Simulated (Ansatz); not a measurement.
# HgTe: response to strain

Consider HgTe in the zinc blende structure (space group F-43m, No. 216; a = 6.573 Å). Axes: x, y, z lie along the cube axes.

Strains are applied to the cell and any free atomic positions relax; under biaxial strain the out-of-plane vector relaxes too.

The values are results of Ansatz (a program for electronic structure), r2SCAN, PAW, cutoff 500 eV, without spin-orbit coupling, not measurements.

Notes on the quantities. pressure: mean of the normal stresses, compression positive; energy relative to the base: free energy F.

```json
[
 {"change": "base", "pressure": "0.0 GPa", "energy relative to the base": "0 meV/atom", "volume per atom": "35.49 Å³"},
 {"change": "biaxial strain −3.00 %, plane normal [001], relaxed out of plane", "pressure": "0.8 GPa", "energy relative to the base": "+7.9 meV/atom", "volume per atom": "___"},
 {"change": "biaxial strain −2.50 %, plane normal [001], relaxed out of plane", "pressure": "0.7 GPa", "energy relative to the base": "+5.4 meV/atom", "volume per atom": "34.89 Å³"},
 {"change": "biaxial strain −2.00 %, plane normal [001], relaxed out of plane", "pressure": "0.5 GPa", "energy relative to the base": "+3.4 meV/atom", "volume per atom": "35.02 Å³"},
 {"change": "biaxial strain −1.50 %, plane normal [001], relaxed out of plane", "pressure": "___", "energy relative to the base": "+1.9 meV/atom", "volume per atom": "___"},
 {"change": "biaxial strain −1.00 %, plane normal [001], relaxed out of plane", "pressure": "0.3 GPa", "energy relative to the base": "+0.8 meV/atom", "volume per atom": "35.27 Å³"},
 {"change": "biaxial strain −0.50 %, plane normal [001], relaxed out of plane", "pressure": "0.1 GPa", "energy relative to the base": "+0.2 meV/atom", "volume per atom": "35.38 Å³"}
]
```

**Question.** Fill in the withheld entries from the trend.

**Answer.** 
- biaxial strain −3.00 %, plane normal [001], relaxed out of plane, volume per atom: 34.76 Å³
- biaxial strain −1.50 %, plane normal [001], relaxed out of plane, pressure: 0.4 GPa
- biaxial strain −1.50 %, plane normal [001], relaxed out of plane, volume per atom: 35.14 Å³

Whether these cells are dynamically stable was not tested. The final runs are not spin-polarised.
